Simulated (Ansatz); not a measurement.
Results of r²SCAN+rVV10 in Ansatz (PAW) for BN (model structure, started from the MgO type, Pm-3n, No. 223, 12 atoms in the cell).

Numerical settings: plane-wave cutoff 560 eV, 8×8×8 k mesh, Fermi–Dirac smearing 0.01 eV, scalar-relativistic PAW data made under PBE.

Cell (relaxed at this level):

```cif
data_B6N6
_chemical_formula_sum 'B6 N6'
_space_group_name_H-M_alt 'P 1'
_space_group_IT_number 1
_cell_length_a 4.41666
_cell_length_b 4.41666
_cell_length_c 4.41666
_cell_angle_alpha 90.000
_cell_angle_beta 90.000
_cell_angle_gamma 90.000
loop_
_space_group_symop_operation_xyz
  'x, y, z'
loop_
_atom_site_label
_atom_site_type_symbol
_atom_site_fract_x
_atom_site_fract_y
_atom_site_fract_z
_atom_site_occupancy
B1 B 0.25000 0.00000 0.50000 1
B2 B 0.75000 0.00000 0.50000 1
B3 B 0.50000 0.75000 0.00000 1
B4 B 0.50000 0.25000 0.00000 1
B5 B 0.00000 0.50000 0.75000 1
B6 B 0.00000 0.50000 0.25000 1
N1 N 0.25000 0.50000 0.00000 1
N2 N 0.75000 0.50000 0.00000 1
N3 N 0.00000 0.75000 0.50000 1
N4 N 0.00000 0.25000 0.50000 1
N5 N 0.50000 0.00000 0.75000 1
N6 N 0.50000 0.00000 0.25000 1
```

Question: Give the computed band gap, smallest direct gap on the k points sampled and direct gap at Γ.

Answer: 
- band gap: 4.64 eV (indirect)
- smallest direct gap on the k points sampled: 5.05 eV
- direct gap at Γ: 6.14 eV

Note: the relaxation could raise the start's symmetry but not lower it, so the cell can be a saddle point.

Cost on a shared machine: around 40 core-seconds (rough).

A model structure was made by putting elements into a prototype or built by hand; it is no filed structure, need not be a known phase, and can be a saddle point held by its symmetry.

Ansatz is a quantum-chemistry and plane-wave program.
